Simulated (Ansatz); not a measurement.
**What isotropic strain −4.66 % does to Ce**

Consider Ce in the fcc (Cu type) structure (space group Fm-3m, No. 225; a = 4.5898 Å; relaxed with 0.1 eV smearing).

Perturbation: the cell is scaled by 0.9534 in all directions; the atoms relax in the strained cell.

Level of theory: PBEsol (Ansatz, a first-principles code, PAW, no SOC), earlier PAW set. Settings: 25×25×25 k-points, 0.1 eV Fermi–Dirac smearing.

```csv
quantity,base,changed,shift
volume per atom,24.17 Å³,20.95 Å³,-3.22 Å³
space group,Fm-3m (No. 225),Fm-3m (No. 225),–
shortest interatomic distance,3.245 Å,3.094 Å,-0.151 Å
energy relative to the base (free energy F),0 meV/atom,+83 meV/atom,+83 meV/atom
pressure,0.0 GPa,9.5 GPa,+9.5 GPa
band gap,zero,zero,–
```

Cost of the whole job for the changed cell (relaxation, final SCF and bands): about 17 core-seconds (a rough figure).

The 4f electrons are in the valence with no U and their state was not checked, so volumes and moments can be off. Stability against distortions was not tested. Starting moments died away, wholly or in part, for the base; another magnetic solution may exist. The final runs are not spin-polarised.
